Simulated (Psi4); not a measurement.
Psi4 1.11, PBE0/def2-svp: silanone (O=[SiH2]), 4 atoms. The geometry is a generated start, not checked to be a minimum at this level.

```yaml
task: energy
method: pbe0
basis: def2-svp
memory: 3 GB
maxiter: 100
keys_of_the_molecule_block: symmetry c1
scf_type: df (default)
e_convergence: 1e-06 (default)
d_convergence: 1e-06 (default)
dft_radial_points: 75 (default)
dft_spherical_points: 302 (default)
basis_functions: 42
grid_points: 86968
```

```xyz
4

Si    -0.0089     0.0385    -0.0008
O     -0.2641     1.5212     0.0090
H     -1.0415    -0.9893    -0.0244
H      1.3145    -0.5704     0.0163
```

With the defaults (diis = true, scf_initial_accelerator = adiis, damping_percentage = 0, diis_max_vecs = 10, level_shift = 0, level_shift_cutoff = 0.01, guess = auto, which took SAD, soscf = false, soscf_start_convergence = 0.01) it converges in 8 SCF iterations. One run each on 2 threads, with these changes:
- diis_max_vecs = 6
- diis_max_vecs = 3
- guess = huckel
- soscf = true, soscf_start_convergence = 0.1
- guess = modhuckel
- damping_percentage = 20
- guess = core
- diis = false, scf_initial_accelerator = none, damping_percentage = 60
- level_shift = 0.1, level_shift_cutoff = 0.001

### Question
Which of these changes keep the SCF from converging, or lead it to another solution?

### Answer
No convergence: diis = false, scf_initial_accelerator = none, damping_percentage = 60 (the run ends without SCF convergence in 100 iterations). The rest reach the solution of the defaults.

```json
[
 {"setting": "soscf = true, soscf_start_convergence = 0.1", "SCF iterations": "6", "JK calls": "22", "end": "same solution"},
 {"setting": "the defaults", "SCF iterations": "8", "JK calls": "9", "end": "same solution"},
 {"setting": "diis_max_vecs = 6", "SCF iterations": "8", "JK calls": "9", "end": "same solution"},
 {"setting": "guess = modhuckel", "SCF iterations": "8", "JK calls": "24", "end": "same solution"},
 {"setting": "diis_max_vecs = 3", "SCF iterations": "8", "JK calls": "9", "end": "same solution"},
 {"setting": "guess = huckel", "SCF iterations": "8", "JK calls": "24", "end": "same solution"},
 {"setting": "level_shift = 0.1, level_shift_cutoff = 0.001", "SCF iterations": "9", "JK calls": "10", "end": "same solution"},
 {"setting": "guess = core", "SCF iterations": "11", "JK calls": "11", "end": "same solution"},
 {"setting": "damping_percentage = 20", "SCF iterations": "20", "JK calls": "21", "end": "same solution"},
 {"setting": "diis = false, scf_initial_accelerator = none, damping_percentage = 60", "SCF iterations": "100", "JK calls": "101", "end": "no convergence"}
]
```

An SOSCF iteration holds several JK calls; a Hückel guess adds calls on atoms.
